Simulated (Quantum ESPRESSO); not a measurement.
**Quick settings and what they miss: Nb₃Sn (Pm-3n, 8 atoms in the cell)**

Self-consistent single point.

```
CELL_PARAMETERS angstrom
      5.41934     0.00000     0.00000
      0.00000     5.41934     0.00000
      0.00000     0.00000     5.41934
ATOMIC_POSITIONS crystal
  Nb 0.25000 0.00000 0.50000
  Nb 0.75000 0.00000 0.50000
  Nb 0.50000 0.75000 0.00000
  Nb 0.50000 0.25000 0.00000
  Nb 0.00000 0.50000 0.75000
  Nb 0.00000 0.50000 0.25000
  Sn 0.00000 0.00000 0.00000
  Sn 0.50000 0.50000 0.50000
```

Method of the run: PBEsol, PseudoDojo standard norm-conserving (PBESOL) pseudopotentials (plane waves; Quantum ESPRESSO 7.5).

Base settings: ecutwfc = 85 Ry; occupations = smearing; smearing = fd; degauss = 0.0036749 Ry; potentials = {Nb: Nb.upf, Sn: Sn.upf}; K_POINTS = automatic 5 5 5 0 0 0; conv_thr = 1e-10 Ry.

Tight run (finer mesh or higher cutoff; not a proven limit): ecutwfc: 85 Ry → 119 Ry; conv_thr: 1e-10 Ry → 7.3e-11 Ry; K_POINTS: automatic 5 5 5 0 0 0 → automatic 7 7 7 0 0 0. It gave Fermi level (on the code's own zero) 15.91 eV; pressure -12.97 GPa.

Quick runs, as changes from the base:
- A: the base itself
- B: ecutwfc: 85 Ry → 68 Ry; conv_thr: 1e-10 Ry → 7.3e-06 Ry; K_POINTS: automatic 5 5 5 0 0 0 → automatic 6 6 6 0 0 0
- C: ecutwfc: 85 Ry → 59 Ry; smearing: fd → gauss; degauss: 0.0036749 Ry → 0.036749 Ry; K_POINTS: automatic 5 5 5 0 0 0 → automatic 4 4 4 1 1 1; potentials: PseudoDojo standard norm-conserving (LDA) [LDA (PW92)]
- D: ecutwfc: 85 Ry → 42 Ry; smearing: fd → mp; degauss: 0.0036749 Ry → 0.019992 Ry; K_POINTS: automatic 5 5 5 0 0 0 → automatic 2 2 2 0 0 0; potentials: PseudoDojo standard norm-conserving (LDA) [LDA (PW92)]
- E: ecutwfc: 85 Ry → 68 Ry; conv_thr: 1e-10 Ry → 7.3e-06 Ry; K_POINTS: automatic 5 5 5 0 0 0 → automatic 2 2 2 0 0 0
- F: ecutwfc: 85 Ry → 51 Ry; K_POINTS: automatic 5 5 5 0 0 0 → automatic 1 1 1 1 1 1; potentials: PseudoDojo standard norm-conserving (LDA) [LDA (PW92)]

Energies are extrapolated to zero smearing width, which holds to low order in the width alone (under cold and Methfessel-Paxton smearing the free energy itself is taken).

Dashes: pressure of B, E, not trusted under this conv_thr with d or f elements; energy of C, D, F, another energy zero; time of F, under 30 s.

† marks runs with another functional, U, potentials or spin treatment: their distance from the tight run is not a convergence error alone.

The count of work is k-points × plane waves × bands × iterations; it is no time. Core times come from one kind of shared machine and are given to one figure; runs under 30 s give none.

The starting cell comes from a database of computed structures (which also holds hypothetical and non-ambient phases and stackings), without a prior relaxation at this level. Its lattice was rescaled by a random factor within 2.5 % of one. Spin polarisation is off. In the base run, with a pressure of about -13 GPa the cell is away from its equilibrium volume at this level.

| run | energy less tight (meV/atom) | pressure less tight (GPa) | count of work / tight | core time / tight (rough) |
|---|---|---|---|---|
| A | 1.1 | 0.00 | 0.30 | 0.3 |
| B | 13.1 | – | 0.29 | 0.2 |
| C† | – | -10.42 | 0.078 | 0.07 |
| D† | – | -104.55 | 0.056 | 0.05 |
| E | 134.7 | – | 0.067 | 0.06 |
| F† | – | -13.15 | 0.017 | – |

Among the runs at the tight run's level, the energy misses run from 1.1 to 134.7 meV/atom.
